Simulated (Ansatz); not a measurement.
# Fermi-surface data of TiSi$_{2}$ under load (space group Fddd)

Consider the following.

```
CELL_PARAMETERS angstrom
      0.00000     3.96336     4.15386
      2.31330     0.00000     4.15386
      2.31330     3.96336     0.00000
ATOMIC_POSITIONS crystal
  Ti 0.50000 0.50000 0.50000
  Ti 0.75000 0.75000 0.75000
  Si 0.83577 0.16423 0.83577
  Si 0.16423 0.83577 0.16423
  Si 0.41423 0.08577 0.41423
  Si 0.08577 0.41423 0.08577
```

Level of theory: PBEsol, rigid bands (plane waves, PAW, scalar-relativistic; Ansatz, an electronic-structure program). Condition of this run: hydrostatic pressure 15 GPa (the target of the relaxation). How the cell was made: cell and atoms relaxed with PBEsol, then loaded as said.

```json
{
 "density of states at the Fermi level": "2.05 states/(eV·cell), both spins",
 "bare Sommerfeld coefficient": "0.80 mJ/(mol of atoms·K²)",
 "drude_plasma_energy": "5.5 (x), 5.5 (y), 5.1 (z) eV",
 "root-mean-square Fermi velocity": "6.4e5 m/s",
 "resistivity times τ": "16.2 (x), 16.4 (y), 18.7 (z) ×10⁻²² Ω·m·s"
}
```

A metal at this level (no band gap); rigid bands, thermally averaged at 300 K, both spins. Spin-orbit coupling is left out. τ is one relaxation time for all states.
